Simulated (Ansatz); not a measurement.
## SiC: pressure series

Take SiC in the zinc blende structure (space group F-43m, No. 216; a = 4.3798 Å) as the base.

Cell and atoms are relaxed at each pressure.

Computed with DFT with PBE, PAW potentials and a 420 eV plane-wave cutoff in Ansatz (an electronic-structure program), no SOC.

```json
[
 {"change": "base", "band gap": "1.37 eV", "lattice parameter a": "4.380 Å"},
 {"change": "pressure −2 GPa", "band gap": "1.38 eV", "lattice parameter a": "4.394 Å"},
 {"change": "pressure −1 GPa", "band gap": "1.38 eV", "lattice parameter a": "4.387 Å"},
 {"change": "pressure 0.9 GPa", "band gap": "1.37 eV", "lattice parameter a": "4.374 Å"},
 {"change": "pressure 2.1 GPa", "band gap": "1.36 eV", "lattice parameter a": "4.366 Å"},
 {"change": "pressure 4.5 GPa", "band gap": "1.35 eV", "lattice parameter a": "4.350 Å"},
 {"change": "pressure 9 GPa", "band gap": "1.34 eV", "lattice parameter a": "4.323 Å"},
 {"change": "pressure 15 GPa", "band gap": "1.31 eV", "lattice parameter a": "4.290 Å"},
 {"change": "pressure 22.5 GPa", "band gap": "1.29 eV", "lattice parameter a": "4.252 Å"},
 {"change": "pressure 30 GPa", "band gap": "1.26 eV", "lattice parameter a": "4.217 Å"}
]
```

Load acts through the strain it causes; cell and atoms are relaxed under it. No phonon test of stability was made. No other phases were tried under pressure.
